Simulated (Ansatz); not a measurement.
A constructed model of the (111) surface of fcc Cu, a pseudomorphic layer of Mn in the host's stacking (bottom of the slab: a bare face, its two planes held)

All values below come from PBE (plane waves to 420 eV, PAW; Ansatz, a program for electronic structure).

Slab: 7 atoms, 12.9 Å thick at the start with caps and adatoms (thin: gaps and levels are the slab's own); k 17x17x1, smearing 0.1 eV, dipole-corrected; 2 atoms held, the rest relaxed; held to the start's symmetry, so lower structures may exist; spin-polarised, ending with about 3.2 μB a cell; orders that need a larger cell were not tried, no spin-orbit, no U. In PBE it is, or lies within 0.01 eV a 1x1 cell of, the lowest of the 2 structures of its composition computed so far; subsurface sites and larger cells were not tried.

```
Quantity                                        Value
-----------------------------  ----------------------
work function of the top face                 4.38 eV
energy released by relaxation                0.098 eV
magnetic moment of the cell                   3.25 μB
cost                           roughly 5 core-minutes
```
